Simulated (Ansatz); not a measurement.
**TiO2: energy against strain**

TiO2 (rutile, P4_2/mnm, 10.057 Å³/atom at rest, c along z) under an equal strain ε in the (001) plane with the normal axis free, as in a coherent film. LDA in Ansatz, a plane-wave DFT program (PAW, default set), 420 eV, 7×7×11 Γ-centred mesh, Fermi-Dirac smearing 0.05 eV; ions are relaxed within the symmetry of each cell.

Here s stands for strain and y for E less E0.

```
strain (%)  E less E0 (meV/atom)
----------  --------------------
-3.00                          ?
-1.20                       3.69
-0.60                       0.93
0.00                        0.00
0.60                        0.88
1.20                        3.53
```

The 5 complete rows are fitted with a parabola, y against s. Least squares gives y = 0.002 - 0.0617·s + 2.5060·s². Residuals (row less fit): 0.005, -0.011, -0.002, 0.013, -0.007; standard error 0.014 (degrees of freedom: 2). Twice the quadratic coefficient over the volume, 2 × 2.5060 meV × 10⁴ × 0.1602 / 10.057 Å³, is twice the biaxial elastic modulus of this plane = 798 ± 3 GPa.

**Question.** Predict the withheld y at s = -3.00 from the fit, and compare with the calculation.

**Answer.** y = 0.002 - 0.0617 × (-3.0) + 2.5060 × (-3.0)² = 22.741 meV/atom. The calculation gives 23.97 meV/atom, 1.229 meV/atom above the prediction (5.1 % of the range of y in the table). The row lies outside the fitted rows, so this is an extrapolation. From the scatter of the fitted rows alone, a prediction at this place has a standard error of 0.087 meV/atom, so the miss is 14.1 times that.

One order more, fitted to all 11 runs of the series, follows each within 0.02, so the miss is the next term of a smooth law. The primitive cell can neither tilt nor turn polar against its symmetry, as such crystals can under strain. Rows are the converged runs of the series near zero and its far end; series whose fitted rows scatter by over a few per cent of the range, as at a crossing or softening among them, aren't shown in this form. Most that stay on the fit to the last digits aren't either.
